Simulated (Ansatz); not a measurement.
The starting structures come from a database of crystals and need not be the phases stable at ambient conditions.

**Evanescent states of MgS (P6_3mc, wurtzite, not sure to be the ambient phase, 4 atoms a cell, 22.7 Å³ an atom) along the normal of (001)**

Method: r2SCAN (plane waves, PAW; Ansatz, a first-principles code).

The gap is the functional's own. No spin-orbit coupling. Mid-gap values are interpolated on the energy grid.

Energies count from the valence-band top; κ is the least over a 12×12 mesh across the current.

| E (eV) | κ (1/Å) | where |
|---|---|---|
| 0.10 | 0.083 | Γ |
| 0.30 | 0.140 | Γ |
| 0.50 | 0.175 | Γ |
| 0.70 | 0.200 | Γ |
| 0.90 | 0.219 | Γ |
| 1.10 | ? | Γ |
| 1.30 | ? | Γ |
| 1.50 | ? | Γ |
| 1.70 | ? | Γ |
| 1.90 | ? | Γ |
| 2.10 | ? | Γ |
| 2.30 | ? | Γ |
| 2.50 | ? | Γ |
| 2.70 | ? | Γ |
| 2.90 | ? | Γ |
| 3.10 | ? | Γ |
| 3.30 | 0.210 | Γ |
| 3.50 | 0.189 | Γ |
| 3.70 | 0.160 | Γ |
| 3.90 | 0.119 | Γ |
| 4.10 | 0.033 | Γ |

### Question
Fill in the missing entries.

### Answer

- 1.10, κ (1/Å): 0.234
- 1.30, κ (1/Å): 0.245
- 1.50, κ (1/Å): 0.253
- 1.70, κ (1/Å): 0.259
- 1.90, κ (1/Å): 0.261
- 2.10, κ (1/Å): 0.262
- 2.30, κ (1/Å): 0.260
- 2.50, κ (1/Å): 0.256
- 2.70, κ (1/Å): 0.249
- 2.90, κ (1/Å): 0.240
- 3.10, κ (1/Å): 0.227
